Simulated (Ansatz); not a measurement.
Consider the following.

```
ZnGeP2
1.0
    5.29334     0.00000     0.00000
    0.00000     5.29334     0.00000
    2.64667    -2.64667     5.38573
Zn Ge P
2 2 4
Direct
  0.00000   0.00000   0.00000
  0.25000   0.25000   0.50000
  0.50000   0.50000   0.00000
  0.75000   0.75000   0.50000
  0.62500   0.37442   0.25000
  0.37442   0.12500   0.75000
  0.12500   0.87558   0.25000
  0.87558   0.62500   0.75000
```

No spin polarisation.

Calculations: LDA in Ansatz (plane waves to 420 eV, PAW, no spin-orbit coupling). Settings: 9×9×9 k-points, 0.05 eV Fermi–Dirac smearing.

### Question
Predict the valence-band top at Γ (three highest levels, from the VBM).

### Answer
0.00, 0.00, -0.10 eV.

### Question
What is the computed gap character?

### Answer
Indirect, Γ → M–S (33 % along).

### Question
What smallest direct gap does the calculation give?

### Answer
1.29 eV.

The cells carry an imposed strain or load. Stability against distortions was not tested. The cell was made from ZnGeP2 in the chalcopyrite structure (space group I-42d, No. 122) by this change: biaxial strain −1.50 %, plane normal [001], relaxed out of plane.

Ansatz is a quantum-chemistry and plane-wave program.
